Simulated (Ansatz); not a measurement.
## SiO2: response to strain

The reference is SiO$_{2}$ in the rutile structure (space group P4_2/mnm, No. 136; a = 4.185 Å, c = 2.668 Å). Axes: x, y, z lie along a, b, c of the conventional cell.

Strains are applied to the cell and any free atomic positions relax; under biaxial strain the out-of-plane vector relaxes too.

Levels (all Ansatz, a program for electronic structure, PAW, earlier PAW set): r2SCAN (500 eV, no SOC); HSE06 (420 eV, scalar-relativistic without spin-orbit coupling).

Band gaps by level, all at the geometries relaxed with r2SCAN:

| case | r2SCAN | HSE06 |
|---|---|---|
| base | 6.53 eV | 7.67 eV |
| biaxial strain +4.55 %, plane normal [001], relaxed out of plane | 5.88 eV | 7.00 eV |
| uniaxial strain ε_zz = −4.60 % | 7.55 eV | (withheld) |
| strain tensor (xx, yy, zz, yz, xz, xy) = (−0.99, −0.07, +1.97, +0.82, −0.22, −0.61) % | 6.23 eV | (withheld) |

What belongs in the blanks?


- uniaxial strain ε_zz = −4.60 %, HSE06: 8.71 eV
- strain tensor (xx, yy, zz, yz, xz, xy) = (−0.99, −0.07, +1.97, +0.82, −0.22, −0.61) %, HSE06: 7.37 eV

Single points use the geometry relaxed with r2SCAN. Whether these cells are dynamically stable was not tested.
